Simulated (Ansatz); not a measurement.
Input:

End structure of a constructed model of the (0001) surface of hcp Re, a layer of Mg in place of the second plane (bottom of the slab: a bare face, its two planes held):

```
CELL_PARAMETERS angstrom
      2.77572     0.00000     0.00000
     -1.38786     2.40385     0.00000
      0.00000     0.00000    27.50000
ATOMIC_POSITIONS crystal
  Re 0.66667 0.33333 0.29850
  Re 0.33333 0.66667 0.37997
  Re 0.66667 0.33333 0.46399
  Re 0.33333 0.66667 0.54140
  Mg 0.66667 0.33333 0.63068
  Re 0.33333 0.66667 0.71546
```

Model: 6-atom slab, 11.1 Å thick at the start, 15x15x1 mesh, Fermi-Dirac 0.1 eV, dipole correction, 2 atoms held, the rest relaxed; symmetry of the start imposed; no spin, no spin-orbit, no U. It is one candidate, not shown to be the stable structure of the face.

What is the computed work function of the top face (Ansatz (a quantum-chemistry and plane-wave program) with PBE)?

5.67 eV
